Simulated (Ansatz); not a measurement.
A periodic model of amorphous Ti20O42Ru:

```
RuTi20O42
1.0
    9.18177     0.00000     0.00000
    0.00000     9.18177     0.00000
    0.00000     0.00000     9.18177
Ti O Ru
20 42 1
Direct
  0.71222   0.31350   0.94849
  0.49227   0.69947   0.22913
  0.82019   0.54439   0.16928
  0.71188   0.13547   0.62553
  0.54356   0.76483   0.58787
  0.34997   0.38771   0.11528
  0.13949   0.16606   0.17169
  0.64914   0.47166   0.43538
  0.90548   0.03434   0.94243
  0.05039   0.71272   0.94814
  0.99411   0.94599   0.56750
  0.41916   0.42659   0.73685
  0.27741   0.93360   0.96611
  0.08754   0.34543   0.84846
  0.17444   0.34469   0.47420
  0.16514   0.71002   0.26217
  0.36033   0.06216   0.63244
  0.62548   0.69373   0.92723
  0.53998   0.06919   0.09736
  0.17910   0.69428   0.58294
  0.48864   0.56709   0.88113
  0.52498   0.28226   0.05339
  0.00403   0.60959   0.13839
  0.86679   0.03869   0.72103
  0.63824   0.08221   0.25694
  0.53257   0.49181   0.27706
  0.68483   0.69888   0.13454
  0.15878   0.54471   0.42281
  0.70389   0.08405   0.97400
  0.90487   0.26062   0.89921
  0.34867   0.81701   0.59819
  0.75100   0.51253   0.95585
  0.29490   0.29951   0.28590
  0.37832   0.04430   0.82224
  0.22612   0.77179   0.86455
  0.89106   0.83305   0.94114
  0.03985   0.23724   0.35345
  0.16293   0.04321   0.58051
  0.03869   0.53001   0.86085
  0.63167   0.27861   0.75517
  0.81810   0.54729   0.37068
  0.32224   0.07057   0.13146
  0.07677   0.32355   0.64472
  0.60072   0.74813   0.40221
  0.33952   0.79664   0.30919
  0.48408   0.85260   0.04191
  0.14024   0.83532   0.10631
  0.55543   0.54841   0.59686
  0.56070   0.01038   0.58582
  0.07897   0.81018   0.42037
  0.94540   0.07531   0.15509
  0.27624   0.53640   0.66534
  0.79631   0.33371   0.16708
  0.30422   0.34942   0.88083
  0.31719   0.58336   0.14307
  0.36121   0.26474   0.58550
  0.84298   0.02995   0.45552
  0.13713   0.33158   0.07200
  0.71474   0.27913   0.47166
  0.02245   0.77345   0.67825
  0.65785   0.78049   0.75283
  0.11142   0.06747   0.93938
  0.82881   0.17459   0.30366
```

Methods: PBE, scalar-relativistic without spin-orbit coupling (Ansatz, an electronic-structure program); r2SCAN, scalar-relativistic without spin-orbit coupling (Ansatz); HSE06, scalar-relativistic without spin-orbit coupling (Ansatz). Neutral PBE cell, which sets geometry, pressure and energy: sampling: a 2×2×2 Γ-centred mesh; Fermi-Dirac width 0.01 eV; collinear spin, started from moments on atoms; no Hubbard U, moments started parallel, and no other order was tried. In the spin-polarised cell the level spacing at the Fermi energy can part levels of unlike spin. Exact exchange is cut at the faces of this 9 Å cell, which leaves hybrid gaps a finite-size error.

The cell was made by melting and quenching with the CHGNet potential and then relaxed with DFT. O atoms were pushed apart under 1.9 Å during the dynamics, to hinder bonds among them. The hot cell started wider than the set density and was brought back towards it in steps. It is the lowest in DFT energy of 2 quenches. It is a model cell: composition and starting density were chosen by hand, and all elements were melted together. No dispersion term was used. Its density started from a set value of 3.71 and ended at 3.71 g/cm³. The simulated quench (nominally 300 K/ps over its main leg) is rapid and tends to freeze in more defects than a deposited or slowly cooled glass has. One small periodic cell is one sample of the glass; other quenches scatter about these values. The volume was held where the preparation left it.

Question: Give the pressure and the spacing of the highest filled and lowest empty levels.

Answer: 
The pressure on a 2×2×2 Γ-centred mesh is -0.40 GPa, the largest force and stress component on that mesh (the relaxation ran on the zone centre alone) is 0.11 eV/Å and 2.3 GPa and the level spacing at the Fermi energy on a 2×2×2 Γ-centred mesh (PBE) is 0.36 eV. The level spacing at the Fermi energy at the zone centre (PBE) comes out as 0.42 eV. The level spacing at the Fermi energy at the zone centre (r2SCAN) is 0.87 eV, the level spacing at the Fermi energy at the zone centre (HSE06) comes out as 2.40 eV and the distance between the nearest levels spread over more than a fifth of the atoms or a third of the atoms of their main element (six at least) (PBE, zone centre) is 2.72 eV. The net moment comes out as 2.00 μB.

Question: At PBE and the zone centre, how localised are the states just below and above the Fermi level (participation number: the atoms over which a state spreads)?

Answer: The highest filled state is spread over 2.5 atoms' worth, largest on Ru63, with weights by element (charge in smoothed Voronoi cells) Ru 0.62, O 0.27, Ti 0.12. The lowest empty state is spread over 2.9 atoms' worth, largest on Ru63, with weights by element (charge in smoothed Voronoi cells) Ru 0.57, O 0.29, Ti 0.14.

At PBE the levels at both edges of the gap are localised (band-tail or defect states), and the nearest spread-out levels lie 2.7 eV apart at the zone centre.

Bonds are counted up to Ti-Ti 3.12 Å, Ti-O 2.44 Å, Ti-Ru 3.17 Å, O-O 1.58 Å, O-Ru 2.33 Å, Ru-Ru 3.21 Å. Two cations that share two anions don't count as bonded, nor two that share one unless they lie closer than Ti-Ti 3.04 Å, Ti-Ru 3.08 Å, Ru-Ru 3.12 Å.
